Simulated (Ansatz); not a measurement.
An Ansatz (an electronic-structure program) run: hypothetical fluorite YbSi2 with a change (Si → Sn); r2SCAN/PAW in Ansatz, no spin-orbit coupling, earlier PAW set.

Input:

Ansatz 0.2 input:
```yaml
crystal:
  lattice:
    - [0, 3.5697414422, 3.5697414422]
    - [3.5697414422, 0, 3.5697414422]
    - [3.5697414422, 3.5697414422, 0]
  atoms:
    - { symbol: Yb, position: [0, 0, 0] }
    - { symbol: Sn, position: [0.25, 0.25, 0.25] }
    - { symbol: Sn, position: [0.75, 0.75, 0.75] }
basis: { ecutwfc: 500, ecutrho_ratio: 4, xc_grid: 4, fft_grid_basis: typed }
kpoints: { mp_grid: { grid: [11, 11, 11] } }
hamiltonian:
  xc: r2scan
  dispersion: none
  pseudopotentials: { azcp: { folder: ./paw }, kind: paw }
scf: { occupations: { method: fermi_dirac, width: 0.05 }, convergence: { dr2_threshold: 0.0000000003 } }
output: { forces: true, stress: true }
checkpoint: { write: state.ck, write_every: 1000 }
```

Output:

```
WARN ansatz: RAYON_NUM_THREADS=1 ignored (pool sized by the plan → 1); use --threads N
Pseudopotentials: kind: paw
Pseudopotential: Yb, paw, valence charge 24
Pseudopotential: Sn, paw, valence charge 14
Functional definition: r2SCAN
Crystal: 3 atoms, lattice volume = 90.979 Å³
Basis set: ecut = 500 eV, 2277 PW (Γ), exchange–correlation on 160×160×160 points (64 copies of the dense FFT grid, shifted against one another)
Bands: 30, of which v1, the nominal top of the filled ones, is band 26 counted from 1 (25 counted from 0)
Symmetry: 48 space group operations
Space group: Fm-3m (ITA 225), of the structure as read, at distance tolerance 4.5e-5 Å
k-points: 56 of 1331
PAW frozen core: Yb, regenerated for the run's functional
PAW frozen core: Sn, regenerated for the run's functional
Initial density: superposition of atomic densities (chi_scale 0.1, normalization cell)
Initial wavefunctions: pseudopotential atomic-orbital guess
Eigensolver: davidson
Functional: x = r2scan, c = r2scan; τ floored in thin density (d = 2e-4 eV/Å³)
iter 1 solved again at ethr=2.61e-3 eV; its pass at ethr=3.10e-3 eV (dr2=1.36e0 eV) is discarded
SCF iter   1: F=—  HF=-25884.279877 eV  |F-HF|=—  |Δ(HF+E_count)|=         —  Δρ=3.82e-2  dr2=1.35e0  dr2_τ=1.00e-2  ethr=2.61e-3  ⟨swp⟩=1.6  Hψ=10521  notcnv=0
all-band conjugate gradients solve this SCF's bands
preconditioner: auto → LDOS
SCF iter   2: F=—  HF=-25894.630795 eV  |F-HF|=—  |Δ(HF+E_count)|=    1.04e1  Δρ=6.73e-1  dr2=3.47e2  dr2_τ=7.79e-2  ethr=2.59e-3  ⟨swp⟩=8.9  Hψ=17020  notcnv=0  recentre
automatic band count: the SCF goes on with 34 bands, as 30 were too few: the levels above may hold too much charge
SCF iter   3: F=—  HF=-25884.326569 eV  |F-HF|=—  |Δ(HF+E_count)|=    1.03e1  Δρ=3.52e-2  dr2=1.10e0  dr2_τ=1.77e-2  ethr=2.59e-3  ⟨swp⟩=4.7  Hψ=6690  notcnv=0
SCF iter   4: F=—  HF=-25884.274215 eV  |F-HF|=—  |Δ(HF+E_count)|=   5.24e-2  Δρ=2.69e-2  dr2=6.97e-1  dr2_τ=3.38e-3  ethr=2.12e-3  ⟨swp⟩=2.2  Hψ=2613  notcnv=0  defer=1
SCF iter   5: F=—  HF=-25884.266332 eV  |F-HF|=—  |Δ(HF+E_count)|=   7.88e-3  Δρ=9.10e-3  dr2=5.16e-2  dr2_τ=2.11e-3  ethr=1.34e-3  ⟨swp⟩=3.5  Hψ=3678  notcnv=0  defer=139
SCF iter   6: F=—  HF=-25884.282465 eV  |F-HF|=—  |Δ(HF+E_count)|=   1.61e-2  Δρ=1.12e-2  dr2=1.09e-1  dr2_τ=1.06e-4  ethr=9.93e-5  ⟨swp⟩=3.1  Hψ=3867  notcnv=0  defer=139
SCF iter   7: F=—  HF=-25884.282108 eV  |F-HF|=—  |Δ(HF+E_count)|=   3.57e-4  Δρ=1.11e-2  dr2=9.76e-2  dr2_τ=1.12e-5  ethr=9.93e-5  ⟨swp⟩=1.3  Hψ=2372  notcnv=0  defer=137
SCF iter   8: F=—  HF=-25884.276723 eV  |F-HF|=—  |Δ(HF+E_count)|=   5.39e-3  Δρ=7.31e-3  dr2=4.17e-2  dr2_τ=9.34e-6  ethr=9.93e-5  ⟨swp⟩=2.9  Hψ=2839  notcnv=0  defer=137
SCF iter   9: F=—  HF=-25884.278552 eV  |F-HF|=—  |Δ(HF+E_count)|=   1.83e-3  Δρ=8.83e-3  dr2=6.00e-2  dr2_τ=1.15e-5  ethr=8.02e-5  ⟨swp⟩=1.5  Hψ=2366  notcnv=0  defer=137
SCF iter  10: F=—  HF=-25884.273552 eV  |F-HF|=—  |Δ(HF+E_count)|=   5.00e-3  Δρ=1.17e-3  dr2=8.95e-4  dr2_τ=1.51e-5  ethr=8.02e-5  ⟨swp⟩=3.0  Hψ=2702  notcnv=0  defer=137
SCF iter  11: F=—  HF=-25884.273470 eV  |F-HF|=—  |Δ(HF+E_count)|=   8.19e-5  Δρ=5.91e-4  dr2=2.14e-4  dr2_τ=2.96e-5  ethr=1.72e-6  ⟨swp⟩=2.0  Hψ=3815  notcnv=0  defer=137
SCF iter  12: F=—  HF=-25884.273480 eV  |F-HF|=—  |Δ(HF+E_count)|=   9.54e-6  Δρ=2.55e-4  dr2=4.80e-5  dr2_τ=1.13e-6  ethr=4.11e-7  ⟨swp⟩=2.0  Hψ=2608  notcnv=0  defer=137
SCF iter  13: F=—  HF=-25884.273478 eV  |F-HF|=—  |Δ(HF+E_count)|=   1.87e-6  Δρ=8.59e-5  dr2=5.96e-6  dr2_τ=1.15e-8  ethr=9.23e-8  ⟨swp⟩=2.0  Hψ=2403  notcnv=0  defer=137
SCF iter  14: F=—  HF=-25884.273478 eV  |F-HF|=—  |Δ(HF+E_count)|=   7.50e-8  Δρ=9.49e-6  dr2=4.18e-8  dr2_τ=2.34e-9  ethr=1.15e-8  ⟨swp⟩=2.2  Hψ=3052  notcnv=0  defer=137
SCF iter  15: F=—  HF=-25884.273478 eV  |F-HF|=—  |Δ(HF+E_count)|=   5.37e-7  Δρ=2.67e-6  dr2=5.50e-9  dr2_τ=1.42e-9  ethr=8.03e-11  ⟨swp⟩=3.0  Hψ=4293  notcnv=0  defer=137
SCF iter  16: F=—  HF=-25884.273478 eV  |F-HF|=—  |Δ(HF+E_count)|=  8.51e-10  Δρ=6.79e-7  dr2=2.38e-10  dr2_τ=2.06e-11  ethr=1.00e-12  ⟨swp⟩=6.1  Hψ=11444  notcnv=0
SCF iter  17: F=-25884.273478 eV  HF=-25884.273478 eV  |F-HF|=1.09e-11  |Δ(HF+E_count)|=  1.82e-11  Δρ=1.66e-7  dr2=2.68e-11  dr2_τ=6.13e-13  ethr=1.00e-12  ⟨swp⟩=6.5  Hψ=8807  notcnv=0
SCF 1 converged in 17 iterations: F = -25884.273478 eV  dr2 = 2.68e-11
SCF converged after 17 iterations
Free energy (F): -25884.273478 eV
Harris-Foulkes:  -25884.273478 eV  (|F-HF|=1.09e-11)
Internal energy: -25884.260285 eV  (E = F + TS)
E sigma→0 (E₀):  -25884.266882 eV
Entropy (-TS):   -0.013193 eV (-4.398 meV/atom)
Fermi energy:    10.070823 eV
--- Per-component energies (eV) ---
  E_band       = -219.610150
  E_kinetic    = 682.018048
  E_local      = -9313.555454  (includes V_loc(G=0)·N_el)
  E_nonlocal   = 1231.495156
  E_hartree    = 4212.232466
  E_xc         = -384.566964
  E_vxc        = -378.150523  (∫ρ·V_xc dr)
  E_paw        = -16320.825763  (= ΣΔE_a)
  E_vpaw       = -889.539857  (= ΣTr[D̂ρ^β])
  E_aug_tail   = 0.000210  (compensation charges beyond the density's cutoff)
  E_vtau       = 23.657950  (kinetic-family band-sum trace: ∫τ·v_τ [+ j·A + Jᵃ·Aᵃ] dr)
  E_ewald      = -5993.352461
  E_core_change = 2.294476  (= ΣΔE_core)
  E_smearing   = -0.013193  (= −TS)
  E_closure    = 0.000000  (closes the sum)
  Σ components = -25884.273478   (vs F -25884.273478, Δ=0.00e0)
  [band-id]    e_kinetic+e_local+e_nonlocal+2·e_hartree+e_vxc+e_vpaw+e_augmentation_tail+e_vtau = -219.609537   (vs E_band -219.610150, Δ=6.13e-4)
--- Forces (eV/Å), atoms counted from 1 ---
  atom   1  Yb    -0.00000000     0.00000000     0.00000000
  atom   2  Sn    -0.00000000    -0.00000000    -0.00000000
  atom   3  Sn     0.00000000     0.00000000     0.00000000
  max |Σ_I F_I| component: 1.39e-17 eV/Å
--- Stress (GPa, compression-positive) ---
        0.001692       0.000000       0.000000
        0.000000       0.001692      -0.000000
        0.000000       0.000000       0.001692
  P = ⅓ Tr σ = 0.0017 GPa (0.017 kbar)
  The stress holds the Pulay correction. Without it, at fixed plane waves, as pw.x and ABINIT print it: P = -0.0228 GPa
  The stress includes an estimate of the error left by incomplete SCF convergence (largest component -0.0001 GPa).
--- Band table ---
  band table: none
```

The state of the 4f shell was not checked for lower solutions. No phonon test of stability was made. Starting moments died away, wholly or in part, for Si → Sn; another magnetic solution may exist. All final runs are without spin polarisation. The cell was made from YbSi2 by this change: Si → Sn; the result is a hypothetical phase, not in the database extracts checked.
